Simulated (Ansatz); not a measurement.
Cost and result by functional for the adsorption energy of N on the 1x1 (111) surface of fcc Rh, one in a 2x2 cell, started at the site 'bridge Rh-Rh (span 2.7 Å)', in Ansatz (plane waves, PAW). Single points on the PBE structure, on one kind of machine; costs are rough ratios of the slab run's core time (references not counted) to the cheapest single point. r2SCAN's cost holds its higher cutoff (500 against 420 eV). Differences are taken against r2SCAN for comparison alone: no measured value is at hand, so the table doesn't rank accuracy.

Model: 17-atom slab, 6.5 Å thick at the start under the adsorbate (thin: gaps and levels are the slab's own), 6x6x1 mesh, Fermi-Dirac 0.1 eV, dipole correction, 8 atoms held, the rest relaxed; held to the start's symmetry, so lower structures may exist; no spin, no spin-orbit, no U, no dispersion correction. At the end it is bonded to 3 Rh. In PBE it is, or lies within 0.03 eV of, the lowest of the starts that converged. These notes are the PBE run's. Adsorption energies are against ½ N2(g). A negative adsorption energy means that the adsorbate is more stable on the surface than in its reference.

```
functional                     relative cost  adsorption energy (eV)  less r2SCAN (eV)
-----------------------------  -------------  ----------------------  ----------------
RPBE                                       1                    0.05              0.44
r2SCAN                                     2                   -0.39              0.00
PBE (the relaxed run's value)              –                   -0.23              0.16
```

The values span 0.44 eV, while the single points' costs differ by a factor of roughly 2. Differences are of unrounded values.

Ansatz is a program for electronic structure.
